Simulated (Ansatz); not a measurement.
# CuCl in the zinc blende structure (space group F-43m, No. 216)

CuCl is taken in the cubic space group F-43m (No. 216), the zinc blende structure, Pearson symbol cF8. Cell: a = b = c = 5.424 Å, α = β = γ = 90.00°. Cl on 4c has 4 Cu at 2.349 Å (tetrahedral). Cu on 4a is surrounded by 4 Cl at 2.349 Å (tetrahedral). (Neighbours: up to the widest gap in distance over summed covalent radii, below 1.35, at either atom; cation-cation and far metal-metal contacts left out.)
(The calculation used a cell of 2 atoms; values per cell refer to that cell.)

The values are results of PBE, PAW, 420 eV (Ansatz, a first-principles code; no spin-orbit coupling), not measurements. Γ-centred 11×11×11 mesh, Fermi–Dirac width 0.05 eV.

| Item | Value |
|---|---|
| Volume per atom | 19.95 Å³ |
| Density | 4.12 g/cm³ |
| Band gap | 0.53 eV, direct at Γ |
| Electron mass | 0.22 mₑ |
| Hole mass (degenerate bands, along [100]) | 0.39, 1.6, 1.6 mₑ |
| Lowest conduction-band minima above the VBM | Γ 0.53 eV |
| Total energy | -3852.715 eV/atom (σ→0; compares only within this code and set-up) |

Masses are band curvatures over ±0.01 Å⁻¹ around the edge. No phonon test of stability was made. No Hubbard U is applied. The final runs are not spin-polarised.
